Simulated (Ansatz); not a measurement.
The slab is Si(111) 1x1 surface, 6 top atoms, 3 bilayers, bottom bilayer H-capped and fixed, every top atom capped by Br; cell 11.5 x 6.6 Å; about 7 Å thick over the host's atoms, 18 atoms held. The numbers are results of PBE-D3(BJ) (plane waves to 420 eV, PAW; Ansatz, a first-principles code), not measurements. k mesh 1 x 2 x 1. Some slab states were started with spin and the others were run without it. No spin-orbit coupling. Results hold for this slab, coverage and mesh. Energies are static: no zero-point or thermal part. Each state was relaxed from one prepared geometry.

One Br a cell is brought to Si(111):Br. Relaxed result near the molecule:

```
atom    x (Å)  y (Å)   z (Å)
------  -----  -----  ------
Br(31)  5.922  3.434  11.766
Br(d0)  4.620  2.707  14.240
```

### Question
What is the adsorption energy against the free Br and the slab before, and how much of it is dispersion?

### Answer
-0.54 eV (negative: bound); the D3 term gives -0.17 eV of it, the free Br being spin-polarised. Bonds to the surface: Br(31)-Br(d0) 2.89 Å.
